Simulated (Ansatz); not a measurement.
The starting structures come from a database of crystals and need not be the phases stable at ambient conditions.

Tunnelling through a barrier is set by its complex band structure: the current falls as exp(−2κd) with the smallest κ.

Here is the system:

```
CELL_PARAMETERS angstrom
      5.44418     0.00000     0.00000
      0.00000     7.35578     0.00000
      0.00000     0.00000     7.55698
ATOMIC_POSITIONS crystal
  Na 0.74439 0.25958 0.69467
  Na 0.74439 0.74042 0.30533
  Na 0.25561 0.75958 0.80533
  Na 0.25561 0.24042 0.19467
  Na 0.25561 0.24042 0.80533
  Na 0.25561 0.75958 0.19467
  Na 0.74439 0.74042 0.69467
  Na 0.74439 0.25958 0.30533
  Na 0.19644 0.00000 0.50000
  Na 0.80356 0.50000 0.00000
  In 0.77902 0.00000 0.00000
  In 0.22098 0.50000 0.50000
  O  0.98316 0.00000 0.23428
  O  0.98316 0.00000 0.76572
  O  0.01684 0.50000 0.26572
  O  0.01684 0.50000 0.73428
  O  0.57762 0.23895 0.00000
  O  0.57762 0.76105 0.00000
  O  0.42238 0.73895 0.50000
  O  0.42238 0.26105 0.50000
```

Space group of this cell: Pmmn. The cell is taken as given.

Transport runs along the normal of the first two printed cell vectors.

No gap correction and no spin-orbit coupling; mid-gap values are interpolated between computed energies.

Task: State the band gap and the smallest decay constant κ at mid-gap according to Ansatz (a quantum-chemistry and plane-wave program) with r2SCAN.

Result: Gap 2.35 eV on a 6×4×4 mesh; κ = 0.255 1/Å, at the zone centre.
